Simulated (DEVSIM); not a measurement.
Device: abrupt CdTe p-n junction, at 300 K.

Layer 1 from the left is CdTe, thickness (μm) 1.80, Na (cm⁻³) 2.4e17, τn (s) 3.4e-9, τp (s) 3.4e-9. Layer 2 from the left is CdTe, thickness (μm) 42.0, Nd (cm⁻³) 2.2e14, τn (s) 3.4e-9, τp (s) 3.4e-9.

Left contact: ohmic. Right contact: ohmic. Voltage is applied to the left contact. Recombination: SRH at mid-gap, radiative. Mobility is constant in doping.

Constants are typed, rounded textbook-type inputs, not results; the design itself was drawn at random and stands for no fabricated device. Values at 300 K.

CdTe: gap (eV) 1.5, affinity (eV) 4.28, permittivity 10.2, Nc (cm⁻³) 8e17, Nv (cm⁻³) 1.8e19, μn (cm²/Vs) 1000, μp (cm²/Vs) 80, B (cm³/s) 1e-10.

Simulated with DEVSIM: 1D drift-diffusion, Boltzmann statistics, complete ionisation; no tunnelling, impact ionisation, image-force lowering or self-heating.

Question: What does the simulation give for the potential step across the device at zero bias, the largest field in the device at zero bias, the dark forward voltage at 1 A/cm²?

Answer: potential step across the device at zero bias 1.176 V; largest field in the device at zero bias 29000 V/cm; dark forward voltage at 1 A/cm² 1.129 V.
